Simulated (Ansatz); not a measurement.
Take SrTiO$_{3}$ in the cubic perovskite structure (space group Pm-3m, No. 221; a = 3.891 Å) as the base.

Perturbation: a hydrostatic pressure of 100 GPa.

Levels (all Ansatz, an electronic-structure program, PAW): PBEsol (420 eV, no spin-orbit coupling); r2SCAN (500 eV, no SOC); HSE06 (420 eV, without spin-orbit coupling).

At the geometry relaxed with PBEsol, these levels gave the following band gaps, in shuffled order: (a) 2.18 eV, (b) 2.78 eV, (c) 3.92 eV.

Problem. Match each gap to its level.

Solution. (a) PBEsol; (b) r2SCAN; (c) HSE06.

Single points use the geometry relaxed with PBEsol. Load acts through the strain it causes; cell and atoms are relaxed under it. Whether these cells are dynamically stable was not tested. No other phases were tried under pressure. The final runs are not spin-polarised. Many cubic perovskites are stable only at high temperature; tilts and polar distortions were not tested.
